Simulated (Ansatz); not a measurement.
## HfN, response to strain

Consider HfN in the rock salt structure (space group Fm-3m, No. 225; a = 4.5261 Å; relaxed with 0.1 eV smearing). Axes: x, y, z lie along the cube axes.

Strains are applied to the cell and any free atomic positions relax; under stress the whole cell relaxes.

Computed with r2SCAN in Ansatz (plane waves to 500 eV, PAW, without spin-orbit coupling), earlier PAW set.

Notes on the quantities. energy relative to the base: free energy F.

```json
[
 {"variant": "base", "shortest interatomic distance": "2.263 Å", "energy relative to the base": "0 meV/atom"},
 {"variant": "isotropic strain +0.90 %", "shortest interatomic distance": "2.283 Å", "energy relative to the base": "+7.2 meV/atom"},
 {"variant": "uniaxial strain ε_yy = −4.11 %", "shortest interatomic distance": "2.170 Å", "energy relative to the base": "+44 meV/atom"},
 {"variant": "uniaxial stress, 3 GPa tension along x", "shortest interatomic distance": "2.261 Å", "energy relative to the base": "+0.6 meV/atom"},
 {"variant": "tensor shear ε_yz = +3.47 %", "shortest interatomic distance": "2.263 Å", "energy relative to the base": "+23 meV/atom"},
 {"variant": "uniaxial stress, 5 GPa compression along z", "shortest interatomic distance": "2.244 Å", "energy relative to the base": "+1.5 meV/atom"}
]
```

Stability under load was not tested beyond the relaxation. The final runs are not spin-polarised. An odd electron count without spin: HfN.

Ansatz is a first-principles code.
